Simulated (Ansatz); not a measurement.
A computed series for Pt: response to strain

Consider Pt in the fcc (Cu type) structure (space group Fm-3m, No. 225; a = 3.942 Å; relaxed with 0.1 eV smearing). Axes: x, y, z lie along the cube axes.

Strains are applied to the cell and any free atomic positions relax; under biaxial strain the out-of-plane vector relaxes too.

All numbers come from Ansatz (an electronic-structure program) r2SCAN, no spin-orbit coupling.

Notes on the quantities. energy relative to the base: free energy F; in-plane stress: mean in-plane stress (compression positive).

| change | energy relative to the base | volume per atom | in-plane stress |
|---|---|---|---|
| base | 0 meV/atom | 15.31 Å³ | – |
| biaxial strain −2.50 %, plane normal [111], relaxed out of plane | ? | 15.02 Å³ | +9.7 GPa |
| biaxial strain −2.08 %, plane normal [111], relaxed out of plane | +15 meV/atom | 15.07 Å³ | +7.8 GPa |
| biaxial strain −1.67 %, plane normal [111], relaxed out of plane | +9.2 meV/atom | 15.12 Å³ | +6.0 GPa |
| biaxial strain −1.25 %, plane normal [111], relaxed out of plane | +5.0 meV/atom | 15.16 Å³ | +4.4 GPa |
| biaxial strain −0.83 %, plane normal [111], relaxed out of plane | +2.2 meV/atom | 15.21 Å³ | +2.8 GPa |
| biaxial strain −0.42 %, plane normal [111], relaxed out of plane | +0.5 meV/atom | 15.26 Å³ | ? |

### Question
Complete the table.

### Answer

- biaxial strain −2.50 %, plane normal [111], relaxed out of plane, energy relative to the base: +22 meV/atom
- biaxial strain −0.42 %, plane normal [111], relaxed out of plane, in-plane stress: +1.4 GPa

Whether these cells are dynamically stable was not tested. All final runs are without spin polarisation.
